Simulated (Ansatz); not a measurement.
The starting structures come from a database of crystals and need not be the phases stable at ambient conditions.

Where the default PAW files enter, the runs use the earlier of Ansatz's two default sets.

The decay constant κ of evanescent states in the gap governs leakage through a thin film.

Data:

```yaml
crystal:
  lattice:
    - [3.78875, 0.00000, 0.00000]
    - [0.00000, 3.78875, 0.00000]
    - [1.89437, -1.89437, 2.73373]
  atoms:
    - { symbol: Mg, position: [0.00000, 0.00000, 0.00000] }
    - { symbol: Se, position: [0.50000, 0.50000, 0.00000] }
```

Space group of this cell: I4/mmm. The cell is strained (lengths across the current scaled by 0.98, ions clamped); by r2SCAN its mean pressure is 3.2 GPa.

Transport runs along the normal of the first two printed cell vectors, the (001) (indices of the unstrained crystal) plane of the conventional cell.

The gap is the functional's own. No spin-orbit coupling. Mid-gap values are those at the computed energy nearest the middle.

### Question
Give the band gap and the smallest decay constant κ at mid-gap that r2SCAN run with Ansatz (a first-principles code) yields.

### Answer
Gap 2.47 eV on a 12×12×12 mesh; κ = 0.200 1/Å, at the zone centre.
